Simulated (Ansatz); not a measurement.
Volume per atom of SiRh (model structure, started from the CoSn type, P6/mmm, No. 191, 6 atoms in the cell) at several levels of theory

No measured value is used here.

```json
[
 {"level (code)": "PBE (Ansatz)", "value (Å³/atom)": "?"},
 {"level (code)": "PBEsol (Ansatz)", "value (Å³/atom)": "15.16"},
 {"level (code)": "PBE-D3(BJ) (Ansatz)", "value (Å³/atom)": "15.19"}
]
```

**Question.** Fill in the missing entries.

**Answer.** 
- PBE (Ansatz, a program for electronic structure), value (Å³/atom): 15.63

Ansatz's density-functional and Hartree–Fock values are scalar-relativistic unless marked +SOC, with PAW data made under PBE.

A model structure was made by putting elements into a prototype or built by hand; it is no filed structure, need not be a known phase, and can be a saddle point held by its symmetry.
